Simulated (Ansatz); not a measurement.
Output of an Ansatz run (abridged):

```
WARN ansatz: RAYON_NUM_THREADS=1 ignored (pool sized by the plan → 1); use --threads N
Mg: projections on atomic orbitals take those of the free atom [He] 2s2 2p6 3s2, of charge +0.00 (hamiltonian.pseudopotentials.projection_atoms) …
Al: projections on atomic orbitals take those of the free atom [Ne] 3s2 3p1, of charge +0.00 (hamiltonian.pseudopotentials.projection_atoms) …
Cr: projections on atomic orbitals take those of the free atom [Ne] 3s2 3p6 3d5 4s1, of charge +0.00 (hamiltonian.pseudopotentials.projection_atoms) …
O: projections on atomic orbitals take those of the free atom [He] 2s2 2p4, of charge +0.00 (hamiltonian.pseudopotentials.projection_atoms) …
Pseudopotentials: kind: paw
Pseudopotential: Mg, paw, valence charge 10
Pseudopotential: Al, paw, valence charge 3
Pseudopotential: Cr, paw, valence charge 14
Pseudopotential: O, paw, valence charge 6
Crystal: 7 atoms, lattice volume = 74.862 Å³
Basis set: ecut = 420.4159175005146 eV, 1457 PW (Γ), exchange–correlation on 40×72×72 points (8 copies of the dense FFT grid, shifted against one another)
Bands: 34, of which v1, the nominal top of the filled ones, is band 26 counted from 1 (25 counted from 0)
Symmetry: 1 space group operations
Space group: P1 (ITA 1), of the structure as read, at distance tolerance 4.2e-5 Å
Magnetic group: BNS 1.1 (UNI 1), of the structure as read, at distance tolerance 4.2e-5 Å
k-points: 71 of 140 (time reversal used)
PAW frozen core: Mg, regenerated for the run's functional, and the local potential with it
PAW frozen core: Al, regenerated for the run's functional, and the local potential with it
PAW frozen core: Cr, regenerated for the run's functional, and the local potential with it
PAW frozen core: O, regenerated for the run's functional, and the local potential with it
Initial density: superposition of atomic densities (chi_scale 0.1, normalization cell, long waves kept (reshape's long-wave potential 0.21 eV rms))
Starting moments: Σ|m| = 3 μB on 1 of 7 sites
Initial wavefunctions: pseudopotential atomic-orbital guess
Eigensolver: davidson
Functional: x = pbesol(κ = 0.804, μ = 0.12345679012345678), c = pbesol(β = 0.046)
SCF iter   1: F=—  HF=-8032.312091 eV  |F-HF|=—  |Δ(HF+E_count)|=         —  Δρ=4.85e-2 (↑4.85e-2 ↓3.67e-2)  dr2=5.21e0  dr2_m=2.99e-1  M=3.000 μB ∫|m|=3.822 μB  β_m=1.00  ethr=3.10e-3  ⟨swp⟩=6.3  Hψ=22015  notcnv=0
all-band conjugate gradients solve this SCF's bands
preconditioner: auto → Kerker (q_TF=auto, 2.559 Å⁻¹)
spin=Collinear: Kerker preconditioning applied to the charge; magnetization (m = ρ↑ − ρ↓) channel mixes plain (no charge-response kernel on spin).
SCF iter   2: F=—  HF=-8032.192103 eV  |F-HF|=—  |Δ(HF+E_count)|=   1.20e-1  Δρ=2.59e-2 (↑2.59e-2 ↓2.40e-2)  dr2=2.30e0  dr2_m=1.90e-2  M=3.000 μB ∫|m|=3.787 μB  β_m=0.30  ethr=3.10e-3  ⟨swp⟩=2.5  Hψ=8542  notcnv=0  defer=405
SCF iter   3: F=—  HF=-8032.091079 eV  |F-HF|=—  |Δ(HF+E_count)|=   1.01e-1  Δρ=1.76e-2 (↑1.76e-2 ↓1.43e-2)  dr2=9.35e-1  dr2_m=2.32e-2  M=3.000 μB ∫|m|=3.736 μB  β_m=0.30  ethr=3.10e-3  ⟨swp⟩=2.6  Hψ=7834  notcnv=0  defer=405
   [... lines left out ...]
SCF iter  21: F=—  HF=-8032.368089 eV  |F-HF|=—  |Δ(HF+E_count)|=   2.25e-6  Δρ=3.23e-5 (↑3.23e-5 ↓2.28e-5)  dr2=1.78e-6  dr2_m=7.91e-8  M=3.000 μB ∫|m|=3.296 μB  β_m=0.98  ethr=8.58e-9  ⟨swp⟩=2.0  Hψ=7157  notcnv=0  defer=392
SCF iter  22: F=—  HF=-8032.368090 eV  |F-HF|=—  |Δ(HF+E_count)|=   8.59e-7  Δρ=1.88e-5 (↑1.88e-5 ↓1.24e-5)  dr2=4.86e-7  dr2_m=2.67e-8  M=3.000 μB ∫|m|=3.296 μB  β_m=0.99  ethr=3.49e-9  ⟨swp⟩=2.0  Hψ=7433  notcnv=0  defer=392
SCF iter  23: F=—  HF=-8032.368090 eV  |F-HF|=—  |Δ(HF+E_count)|=   1.90e-7  Δρ=1.71e-5 (↑1.71e-5 ↓9.76e-6)  dr2=4.41e-7  dr2_m=1.77e-8  M=3.000 μB ∫|m|=3.296 μB  β_m=0.99  ethr=9.53e-10  ⟨swp⟩=2.0  Hψ=6929  notcnv=0  defer=392
SCF iter  24: F=-8032.368090 eV  HF=-8032.368090 eV  |F-HF|=1.39e-8  |Δ(HF+E_count)|=   4.93e-8  Δρ=5.17e-6 (↑5.17e-6 ↓1.87e-6)  dr2=1.58e-8  dr2_m=3.92e-9  M=3.000 μB ∫|m|=3.296 μB  ethr=1.96e-10  ⟨swp⟩=10.0  Hψ=22041  notcnv=0
SCF 1 converged in 24 iterations: F = -8032.368090 eV  dr2 = 1.58e-8
Crystal: 7 atoms, lattice volume = 74.862 Å³
Initial density: read from a saved state, or passed on in memory by an earlier SCF of this step, an earlier step, the calling program or the single point that …
Starting moments: Σ|m| = 3 μB on 1 of 7 sites; this step starts from the density that it was given
Initial wavefunctions: those read from a saved state, or passed on in memory by an earlier step or the calling program
iter 1 solved again at ethr=3.10e-11 eV; its pass at ethr=1.96e-6 eV (dr2=1.58e-8 eV) is discarded
SCF iter   1: F=—  HF=-8032.368090 eV  |F-HF|=—  |Δ(HF+E_count)|=         —  Δρ=5.17e-6 (↑5.17e-6 ↓1.87e-6)  dr2=1.58e-8  dr2_m=3.92e-9  M=3.000 μB ∫|m|=3.296 μB  ethr=3.10e-11  ⟨swp⟩=1.0  Hψ=23070  notcnv=0
preconditioner: auto → Resta (q_TF=auto, 2.559 Å⁻¹)
spin=Collinear: Resta preconditioning applied to the charge; magnetization (m = ρ↑ − ρ↓) channel mixes plain (no charge-response kernel on spin).
SCF iter   2: F=—  HF=-8032.368095 eV  |F-HF|=—  |Δ(HF+E_count)|=   4.25e-6  Δρ=8.06e-5 (↑8.06e-5 ↓6.24e-5)  dr2=1.65e-5  dr2_m=2.48e-7  M=3.000 μB ∫|m|=3.296 μB  ethr=1.96e-6  ⟨swp⟩=1.0  Hψ=15710  notcnv=0
SCF iter   3: F=—  HF=-8032.368090 eV  |F-HF|=—  |Δ(HF+E_count)|=   4.15e-6  Δρ=4.62e-6 (↑4.62e-6 ↓2.94e-6)  dr2=4.07e-8  dr2_m=3.04e-9  M=3.000 μB ∫|m|=3.296 μB  ethr=1.96e-10  ⟨swp⟩=1.0  Hψ=10228  notcnv=0
SCF iter   4: F=-8032.368091 eV  HF=-8032.368091 eV  |F-HF|=1.23e-10  |Δ(HF+E_count)|=   6.79e-9  Δρ=3.17e-7 (↑3.05e-7 ↓3.17e-7)  dr2=1.60e-10  dr2_m=1.87e-11  M=3.000 μB ∫|m|=3.296 μB  ethr=9.64e-11  ⟨swp⟩=1.0  Hψ=10224  notcnv=0
an SCF along what the orbitals of the run's state read of its open shells (or to have them read …
SCF converged after 24 iterations
Magnetization: 3.0000 μB (27.0000 up, 24.0000 down)
   [... lines left out ...]
Absolute magnetization: 3.3021 μB (∫|ρ↑−ρ↓|, with the PAW one-centre terms)
Free energy (F): -8032.368090 eV
Fermi energy:    8.520545 eV
   [... lines left out ...]
       -6.144329       0.096426      -0.254814
        0.096601      -5.714477      -0.493784
       -0.254652      -0.493744      -5.347467
  P = ⅓ Tr σ = -5.7354 GPa (-57.354 kbar)
  The stress holds the Pulay correction. Without it, at fixed plane waves, as pw.x and ABINIT print it: P = -6.4382 GPa
--- Band table (eV; the first three rows and the last of 142) ---
  k-point 0 ↑: bands = ["-65.5669", "-64.7997", "-36.3373", "-36.1983", "-36.1317", "-32.5370", "-32.5120", "-32.4999", "-10.8764", "-9.4121", "-9.2975", "-9.0320", "0.7483", "2.7715", "2.9742", "3.6348", "3.9890", "4.1902", "4.6695", "5.1134", [...]
  k-point 1 ↑: bands = ["-65.5671", "-64.7998", "-36.3373", "-36.1983", "-36.1317", "-32.5369", "-32.5120", "-32.4999", "-10.7270", "-9.8120", "-9.1785", "-8.9245", "0.9611", "2.4845", "2.8481", "3.6062", "4.0186", "4.5382", "4.7316", "5.0218", [...]
  k-point 2 ↑: bands = ["-65.5674", "-64.8000", "-36.3373", "-36.1983", "-36.1317", "-32.5368", "-32.5120", "-32.4999", "-10.3378", "-10.3160", "-9.1790", "-8.8319", "1.2194", "2.1831", "2.7495", "3.7708", "4.0468", "4.4955", "4.6973", "5.2582", [...]
  k-point 70 ↓: bands = ["-65.5613", "-61.7193", "-33.5991", "-33.1705", "-32.9776", "-32.5573", "-32.5316", "-32.4934", "-9.8592", "-9.2622", "-9.1927", "-8.7008", "1.3447", "2.7384", "2.9814", "3.5256", "3.9972", "4.2436", "4.4729", "5.1238", [...]
Occupation matrices written to occupation_matrices
```

The structure:

```
CELL_PARAMETERS angstrom
      2.93582     0.00000     0.00000
      0.13372     5.10557     0.00000
      0.09683     1.35417     4.99445
ATOMIC_POSITIONS crystal
  Mg 0.98832 0.79049 0.80101
  Al 0.01058 0.47188 0.46919
  Cr 0.48009 0.09210 0.08142
  O  0.00354 0.19141 0.80109
  O  0.49885 0.64157 0.64350
  O  0.99725 0.81036 0.19304
  O  0.52548 0.32360 0.32149
```
Moments meant for the start (each program seeds them in its own way; μB, in the order of the atoms Mg Al Cr O O O O): 0.0 0.0 3.0 0.0 0.0 0.0 0.0.

Task: Reconstruct the input of this run.

Result: Other spellings and defaults could give the same log, and not every line can be read from it. The input that was run (DFT, PBEsol+U, plane waves, default PAW files made with PBE):

Ansatz 0.2 input:
```yaml
crystal:
  lattice:
    - [2.935820, 0.000000, 0.000000]
    - [0.133721, 5.105569, 0.000000]
    - [0.096831, 1.354169, 4.994448]
  atoms:
    - { symbol: Mg, position: [0.988320, 0.790490, 0.801010] }
    - { symbol: Al, position: [0.010580, 0.471880, 0.469190] }
    - { symbol: Cr, position: [0.480090, 0.092100, 0.081420], spin: 3.0 }
    - { symbol: O, position: [0.003540, 0.191410, 0.801090] }
    - { symbol: O, position: [0.498850, 0.641570, 0.643500] }
    - { symbol: O, position: [0.997250, 0.810360, 0.193040] }
    - { symbol: O, position: [0.525480, 0.323600, 0.321490] }
basis:
  ecutwfc: 30.9 Ry
kpoints:
  mp_grid: { grid: [7, 5, 4] }
hamiltonian:
  xc: pbesol
  pseudopotentials: { kind: paw }
  hubbard: { sites: [{ species: Cr, l: d, u_eff: 3.7 }] }
magnetization:
  spin_polarized: true
scf:
  occupations: { method: gaussian, width: 0.0015 Ry }
output:
  forces: true
  eigenvalues: true
  stress: true
```

The starting cell comes from a database of computed structures (which also holds hypothetical and non-ambient phases and stackings), without a prior relaxation at this level. With one magnetic atom in the cell only a parallel order is possible. With U or open f shells several self-consistent states can exist. With a pressure of about -6 GPa the cell is away from its equilibrium volume at this level. Ansatz's pressure includes its estimate of the finite-basis (Pulay) stress. Without the estimate this run gives -6.44 GPa.

Ansatz is a quantum-chemistry and plane-wave program.
